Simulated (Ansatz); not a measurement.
The parent structure is SiC in the zinc blende structure (space group F-43m, No. 216; a = 4.329 Å). Axes: x, y, z lie along the cube axes.

Level of theory: LDA, PAW, 420 eV (Ansatz, an electronic-structure program; no SOC).

Base values:

- Band gap: 1.30 eV
- Valence-band top at Γ: 0.00, 0.00, 0.00 eV

The change: a pure shear with ε_xy = ε_yx = 0.0114, atoms relaxed at fixed cell.

Q: What does the calculation give for the energy relative to the base, band gap and valence-band top at Γ after the change?

A: The energy rises by 4.1 meV/atom; the band gap falls by 0.15 eV (1.30 eV → 1.15 eV); the valence-band top at Γ (three highest levels, from the VBM) goes from 0.00, 0.00, 0.00 eV to 0.00, -0.12, -0.23 eV.

The cells carry an imposed strain or load. Whether these cells are dynamically stable was not tested.
